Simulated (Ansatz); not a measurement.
**Zr(N,C): Zr₂CN**

A 16-atom cell of Zr(N,C) started in the rock salt structure, site fractions N 0.500, C 0.500, short-range order 0.00 in the first shell of the mixed sites (0 is random, a negative value favours unlike neighbours), space group Fd-3m at the end, an ordered arrangement that its symmetry holds.

The mixing enthalpy is taken against the end members in the rock salt type, relaxed in the same cell and mesh.

The numbers are results of PBE (plane waves to 420 eV, PAW; Ansatz, a program for electronic structure), not measurements. Spin–orbit coupling is left out. Its k-point mesh 5×5×5, Fermi–Dirac width 0.05 eV.

| Property | Result |
|---|---|
| volume per atom | 12.61 Å³ |
| N–Zr bonds | 2.335 Å on average, from 2.335 to 2.335 (24) |
| C–Zr bonds | 2.319 Å on average, from 2.319 to 2.319 (24) |
| mixing enthalpy per site of the mixed sublattice | -92 meV |
| departure of the mean lattice parameter from Vegard's line | under 0.15 %, inside the noise of the relaxations |

```xyz
16
Lattice="0.0000 4.6547 4.6547 4.6547 0.0000 4.6547 4.6547 4.6547 0.0000" Properties=species:S:1:pos:R:3 pbc="T T T"
Zr    -0.0079     0.0079     0.0079
Zr     2.3195     2.3353    -0.0079
Zr     2.3195    -0.0079     2.3353
Zr     4.6626     2.3353     2.3353
Zr    -0.0079     2.3195     2.3195
Zr     2.3353     4.6626     2.3195
Zr     2.3353     2.3195     4.6626
Zr     4.6626     4.6468     4.6468
N      2.3274     2.3274     2.3274
C      4.6547     4.6547     2.3274
C      4.6547     2.3274     4.6547
C      6.9821     4.6547     4.6547
N      2.3274     4.6547     4.6547
N      4.6547     6.9821     4.6547
N      4.6547     4.6547     6.9821
C      6.9821     6.9821     6.9821
```
